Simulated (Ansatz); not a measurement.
**Response to strain in ZnSe**

Take ZnSe in the zinc blende structure (space group F-43m, No. 216; a = 5.666 Å) as the base.

Strains are applied to the cell and any free atomic positions relax.

The values are results of Ansatz (a first-principles code) r2SCAN, no spin-orbit coupling, not measurements.

```csv
isotropic strain (%),band gap (eV)
-3,2.27
-2.5,2.20
-2,2.13
-1.5,2.07
-1,2.00
-0.5,?
0,1.87
```

**Question.** Fit E_g = E₀ + Dε (ε in %) to the rows shown and predict the withheld row.

**Answer.** Least squares on the printed values gives E₀ = 1.87 eV, D = -133 meV per % of strain (largest residual 0.00 eV); this predicts 1.94 eV, and the run gives 1.93 eV, in agreement.

No phonon test of stability was made.
